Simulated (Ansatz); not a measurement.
Defect migration in rock-salt MgO: interstitial Cu, charge state +1. Computed with PBE, PAW (plane waves to 420 eV; Ansatz, a program for electronic structure).

Settings: 64 host sites, the relaxed PBE lattice, the Γ point alone, smearing 0.01 eV, spin-restricted, no image-charge correction. No zero-point or tunnelling terms. The charge state is imposed; whether it is stable for some Fermi level was not computed. Sites that were not tried may lie lower.

Barriers: single points on a 2×2×2 k-point mesh shifted by half a step at the bands' geometries.

The step: a concerted move, in which Cu travels most; the atom moves 2.11 Å along (0.00, 0.00, 0.50) of the unit cell; the moving atom starts with neighbours 4 Mg at 2.21; 3 O at 1.97, O at 1.98 Å and ends with 4 Mg at 2.21; 3 O at 1.97, O at 1.98 Å.

Task: Give the migration barrier of this step at the level PBE, PAW.

Result: 0.32 eV, the same both ways. At the saddle the moving atom has neighbours 2 Mg at 2.10; 2 O at 1.77 Å. The program found a first-order saddle point.
